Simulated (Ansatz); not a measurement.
Ga2O3 (model structure, started from the stibnite type, Pnma, No. 62, 20 atoms in the cell) was calculated with r²SCAN+SOC in Ansatz (plane waves, PAW).

Settings: plane-wave cutoff 560 eV, 4×10×4 k mesh (along the axes of the cell as run), Fermi–Dirac smearing 0.01 eV, PAW data made under PBE.

Cell (relaxed with PBE-D3(BJ)):

Space group Pnma (No. 62); a = 10.5596 Å, b = 2.9739 Å, c = 7.4693 Å, α = β = γ = 90.00°

| atom | site | symmetry | x | y | z |
|---|---|---|---|---|---|
| Ga | 4c | .m. | 0.4544 | 0.2500 | 0.3539 |
| Ga | 4c | .m. | 0.1194 | 0.2500 | 0.5173 |
| O | 4c | .m. | 0.3318 | 0.2500 | 0.1652 |
| O | 4c | .m. | 0.0551 | 0.7500 | 0.3558 |
| O | 4c | .m. | 0.1037 | 0.2500 | 0.9872 |

**Question.** What does this level give for the band gap?

**Answer.** 
* **band gap**: 2.01 eV (on the SCF k mesh)

Note: the relaxation could raise the start's symmetry but not lower it, so the cell can be a saddle point; cell and atoms aren't relaxed at this level (largest force component 0.49 eV/Å, pressure -5.0 GPa).

Cost on a shared machine: roughly 40 core-minutes.

A model structure was made by putting elements into a prototype or built by hand; it is no filed structure, need not be a known phase, and can be a saddle point held by its symmetry.

Ansatz is a first-principles code.
